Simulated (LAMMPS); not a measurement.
Ta (bcc) at 2300 K and zero pressure, started from the melt, with several potentials, in cells of their own sizes.

The levels:
- EAM-type CuTa.eam.alloy: classical MD, pair style eam/alloy, file CuTa.eam.alloy (LAMMPS); X. W. Zhou, R. A. Johnson,  H. N. G. Wadley, Phys. Rev. B, 69, 144113 (2004)
- MEAM library.meam-Ta: classical MD, pair style meam, file library.meam (library.meam-Ta) (LAMMPS); Baskes, Phys Rev B, 46, 2727-2742 (1992)
- SNAP Ta06A.snap: MD with a machine-learned potential, pair style snap, file Ta06A.snap (LAMMPS); Thompson, Swiler, Trott, Foiles and Tucker, arxiv.org, 1409.3880 (2014)

| potential | state | volume | first peak of g(r) | coordination number | self-diffusion coefficient of Ta (not corrected for cell size) | mean phonon frequency | rough cost (ms per atom and simulated ps) |
|---|---|---|---|---|---|---|---|
| EAM-type CuTa.eam.alloy | liquid | 18.978 ± 0.003 Å³/atom | 2.83 Å, height 2.6 | 13.6 (counted to 3.98 Å) | (9.6 ± 0.5) × 10^-6 cm²/s | 3.1 THz | 1 to 3 |
| MEAM library.meam-Ta | liquid | 21.47 ± 0.02 Å³/atom | 2.75 Å, height 2.6 | 7.89 (counted to 3.46 Å) | (9.3 ± 0.1) × 10^-6 cm²/s | 4.0 THz | 3 to 10 |
| SNAP Ta06A.snap | liquid | 19.03 ± 0.01 Å³/atom | 2.90 Å, height 2.7 | 13.2 (counted to 3.94 Å) | - | 3.1 THz | 100 to 300 |

Costs are rough: whole-run CPU time with set-up and analysis, from shared machines, in bands a factor of about three wide.

Caution (row EAM-type CuTa.eam.alloy): this liquid lies under the melting point of about 3260 K that EAM-type CuTa.eam.alloy gives, so it is undercooled.

Caution: the potential MEAM library.meam-Ta is a first-neighbour MEAM set with a 4 Å cutoff, used here without a parameter file and away from the static properties it was fitted to.

Caution (rows MEAM library.meam-Ta; SNAP Ta06A.snap): this liquid lies under the measured melting point of 3290 K, so it is undercooled or the potential melts low.

Caution (rows MEAM library.meam-Ta; SNAP Ta06A.snap): a run this short can hold a crystal over, or a liquid under, the potential's own melting point, which these runs don't give.

States go by the mean squared displacement: a species diffuses where it passes 1.5 Å², still rises and gives D over 1e-6 cm²/s; a crystal has left its structure where atoms lie 0.35 Å off their sites on average or a cubic box changes its shape by 3 %, or the axial ratios of another lie 8 % off the starting cell's, which the potential's own relaxation can also do.

Errors of D are the spread over four groups of atoms in one short run; a floor of about 5 %, a picked value, is safer.

Errors shown are sampling errors alone.
